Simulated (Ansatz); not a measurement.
The parent structure is BP in the zinc blende structure (space group F-43m, No. 216; a = 4.520 Å). Axes: x, y, z lie along the cube axes.

Calculations: PBEsol (Ansatz, a quantum-chemistry and plane-wave program), no spin-orbit coupling.

Strains are applied to the cell and any free atomic positions relax; under biaxial strain the out-of-plane vector relaxes too.

One change was made to it. Results:

| quantity | base | after |
|---|---|---|
| valence-band top at Γ (three highest levels, from the VBM) | 0.00, 0.00, 0.00 eV | 0.00, 0.00, -0.16 eV |
| pressure (mean of the normal stresses, compression positive) | -0.01 GPa | 3.98 GPa |
| band gap | 1.11 eV | 1.02 eV |

Q: Which of these changes matches the shifts?
A) biaxial strain −1.25 %, plane normal [111], relaxed out of plane
B) biaxial strain −0.83 %, plane normal [111], relaxed out of plane
C) biaxial strain +2.08 %, plane normal [111], relaxed out of plane

A: A, biaxial strain −1.25 %, plane normal [111], relaxed out of plane. For comparison, the valence-band top at Γ in the other runs: biaxial strain +2.08 %, plane normal [111], relaxed out of plane gives 0.00, -0.19, -0.19 eV; biaxial strain −0.83 %, plane normal [111], relaxed out of plane gives 0.00, 0.00, -0.10 eV.

Stability against distortions was not tested.
